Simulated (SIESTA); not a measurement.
Worked example: self-consistent single point of Ca₃BiP (P4mm, 5 atoms in the cell) in SIESTA.

Level of theory: GGA PBEsol, numerical atomic orbitals DZP, PseudoDojo PBEsol standard norm-conserving potentials (rewritten from UPF to PSML) in SIESTA.

```
CELL_PARAMETERS angstrom
      5.40122     0.00000     0.00000
      0.00000     5.40122     0.00000
      0.00000     0.00000     5.40122
ATOMIC_POSITIONS crystal
  Ca 0.00926 0.50000 0.50000
  Ca 0.50000 0.00000 0.50000
  Ca 0.50000 0.50000 0.00000
  Bi 0.00000 0.00000 0.00000
  P  0.50000 0.50000 0.50000
```

Reference input (self-consistent single point, DFT, GGA PBEsol, numerical atomic orbitals DZP, PseudoDojo PBEsol standard norm-conserving potentials (rewritten from UPF to PSML)): XC.functional = GGA; XC.authors = PBEsol; potentials = PseudoDojo PBEsol standard; PAO.BasisSize = DZP; PAO.EnergyShift = 0.01 Ry; MeshCutoff = 300 Ry; kgrid.MonkhorstPack = 5 5 5; OccupationFunction = FD; ElectronicTemperature = 100 meV; MaxSCFIterations = 150; SCF.Mixer.Method = Broyden; SCF.Mixer.Weight = 0.1. This run's input differs from it in these lines:

```diff
@@ -32,8 +32,9 @@
 %block kgrid.MonkhorstPack
-    5   0   0  0.0
-    0   5   0  0.0
-    0   0   5  0.0
+    8   0   0  0.0
+    0   8   0  0.0
+    0   0   8  0.0
 %endblock kgrid.MonkhorstPack
-OccupationFunction           FD
-ElectronicTemperature        100.0 meV
+OccupationFunction           MP
+OccupationMPOrder            0
+ElectronicTemperature        20.0 meV
```

The program printed (abridged):

```
        iscf     Eharris(eV)        E_KS(eV)     FreeEng(eV)     dDmax    Ef(eV) dHmax(eV)
   scf:    1    -5549.060616    -5561.435640    -5561.435640  1.572184 -4.162269  6.156299
   scf:    2    -5562.910238    -5562.203683    -5562.203683  0.045834 -4.080898  4.592846
   scf:    3    -5563.708015    -5563.286527    -5563.286527  0.110991 -4.039109  1.233652
   scf:    4    -5563.253920    -5563.298150    -5563.298150  0.052416 -4.047283  0.897468
   scf:    5    -5563.022404    -5563.249124    -5563.249127  0.067501 -3.980647  1.584672
   [... 9 lines left out ...]
   scf:   15    -5563.357638    -5563.357638    -5563.357639  0.000027 -4.020886  0.000178
   scf:   16    -5563.357638    -5563.357638    -5563.357639  0.000016 -4.020885  0.000160
   scf:   17    -5563.357638    -5563.357638    -5563.357639  0.000010 -4.020886  0.000139
   scf:   18    -5563.357638    -5563.357638    -5563.357639  0.000007 -4.020886  0.000121
SCF Convergence by DM+H criterion
max |DM_out - DM_in|         :     0.0000074591
max |H_out - H_in|      (eV) :     0.0001207730
SCF cycle converged after 18 iterations

Using DM_out to compute the final energy and forces

siesta: E_KS(eV) =            -5563.3576

siesta: E_KS - E_eggbox =     -5563.3576

siesta: Atomic forces (eV/Ang):
     1   -0.797223    0.000000    0.000000
     2    0.076463   -0.000000    0.000000
     3    0.076463    0.000000   -0.000000
     4    0.026359   -0.000000    0.000000
     5    0.618512   -0.000000    0.000000
   Tot    0.000574   -0.000000    0.000000
   Max    0.797223
   Res    0.262108    sqrt( Sum f_i^2 / 3N )
   Max    0.797223    constrained

Stress tensor Voigt[x,y,z,yz,xz,xy] (kbar):      -49.45      -48.46      -48.46       -0.00        0.00       -0.00
   [... lines left out ...]
siesta: FreeEng =     -5563.357639
   [... lines left out ...]
siesta:    -0.030861   -0.000000   -0.000000
siesta:    -0.000000   -0.030244   -0.000000
siesta:     0.000000   -0.000000   -0.030244

siesta: Cell volume =        157.570575 Ang**3

siesta: Pressure (static):
siesta:                Solid            Molecule  Units
siesta:           0.00033164          0.00028458  Ry/Bohr**3
siesta:           0.03044995          0.02612902  eV/Ang**3
siesta:          48.78619367         41.86329984  kBar
```

The run converged in 18 iterations. Against the reference run the free energy goes down by 1.2 meV/atom, the pressure moves little (4.89 to 4.88 GPa) and the largest force moves little (0.798 to 0.797 eV/Å).

The starting cell comes from a database of computed structures (which also holds hypothetical and non-ambient phases and stackings), without a prior relaxation at this level. Its lattice was rescaled by up to half a per cent. One atom was moved a little off its site on purpose. Values carry the incompleteness of an atom-centred basis. With a pressure of about 5 GPa the cell is away from its equilibrium volume at this level.

Cost on one core of a shared machine: roughly 50 s.
